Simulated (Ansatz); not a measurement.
Amorphous Li30P10O40, 80 atoms at 2.16 g/cm³, one PBE-relaxed geometry, zone centre. Methods: PBE, scalar-relativistic without spin-orbit coupling (Ansatz, a quantum-chemistry and plane-wave program); r2SCAN, scalar-relativistic without spin-orbit coupling (Ansatz); HSE06, scalar-relativistic without spin-orbit coupling (Ansatz). Plane waves to 420 eV (r2SCAN 500 eV); exact exchange is cut at the cell's faces. At PBE the levels at the filled edge of the gap are localised (band-tail or defect states). All rungs ran without spin polarisation.

It comes from a melt-quench run on a machine-learned potential (CHGNet), relaxed afterwards by DFT. O atoms were pushed apart under 1.9 Å during the dynamics, to hinder bonds among them. The hot cell started wider than the set density and was brought back towards it in steps. It is the lowest in DFT energy of 2 quenches. It is a model cell: composition and starting density were chosen by hand, and all elements were melted together. No dispersion term was used. Its density started from a set value of 2.28 and ended at 2.16 g/cm³. The simulated quench (nominally 610 K/ps over its main leg) is rapid and tends to freeze in more defects than a deposited or slowly cooled glass has. One small periodic cell is one sample of the glass; other quenches scatter about these values. Volume and shape were free in the relaxation.

The relaxation ran on the zone centre alone. At PBE the level gap is 4.60 eV on a 2×2×2 Γ-centred mesh, and the spacing at the zone centre alone 4.61 eV.

Question: What zone-centre spacing does r2SCAN give, roughly?

Answer: 5.09 eV (+0.48 eV against PBE).

Question: What zone-centre spacing does HSE06 give, roughly?

Answer: 6.27 eV (+1.66 eV against PBE).

The highest filled and the lowest empty state spread over these numbers of atoms (participation numbers): PBE: 3.9 and 55.5; r2SCAN: 4.0 and 49.1; HSE06: 4.9 and 49.8.
